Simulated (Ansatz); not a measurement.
Point defects in ZnO

Start from a 16-atom supercell of ZnO in the wurtzite structure (space group P6_3mc, No. 186) at its relaxed geometry.

```
ZnO
1.0
    6.47037     0.00000     0.00000
   -3.23518     5.60350     0.00000
    3.23518     5.60350     5.21141
Zn O
8 8
Cartesian
  1.61759   0.93392   0.01257
  0.00000   3.73567   0.01257
  4.85278   0.93392   0.01257
  3.23518   3.73567   0.01257
  3.23518   7.47134   2.61828
  4.85278   4.66959   2.61828
  0.00000   7.47134   2.61828
  1.61759   4.66959   2.61828
  4.85278   6.53742   3.24560
  6.47037   3.73567   3.24560
  1.61759   6.53742   3.24560
  3.23518   3.73567   3.24560
  0.00000   1.86783   0.63990
 -1.61759   4.66959   0.63990
  3.23518   1.86783   0.63990
  1.61759   4.66959   0.63990
```

One neutral defect a cell, atoms relaxed at fixed cell.

Method: plane-wave PAW DFT at the r2SCAN level (Ansatz, a quantum-chemistry and plane-wave program, 500 eV), spin-orbit coupling left out.

| case | largest displacement of a host atom from its site in the perfect cell | pressure |
|---|---|---|
| perfect supercell | – | 0.0 GPa |
| Zn interstitial (started 1.98 Å from the nearest host atom), symmetric start | 0.14 Å | 15.9 GPa |
| Li interstitial (started 2.07 Å from the nearest host atom), symmetric start | 0.25 Å | 6.1 GPa |
| O interstitial (started 2.07 Å from the nearest host atom), symmetric start | 0.25 Å | 4.5 GPa |
| In on a Zn site | (withheld) | (withheld) |
| Li interstitial (started 1.98 Å from the nearest host atom), symmetric start | 0.25 Å | 6.1 GPa |

Question: Complete the table.

Answer: 
- In on a Zn site, largest displacement of a host atom from its site in the perfect cell: 0.17 Å
- In on a Zn site, pressure: 8.0 GPa

Other magnetic orders, which the real material may have, were not ruled out. In so small a cell the defect repeats every few ångströms: this is an ordered compound, not a dilute defect. The mesh was chosen for an insulator and is coarse for the gapless case. Defects with a symmetric start kept the site's symmetry and may sit on a saddle; the others started slightly shaken. Starting moments died away, wholly or in part, for Zn interstitial (started 1.98 Å from the nearest host atom), Li interstitial (started 2.07 Å from the nearest host atom), In on a Zn site and Li interstitial (started 1.98 Å from the nearest host atom); another magnetic solution may exist.
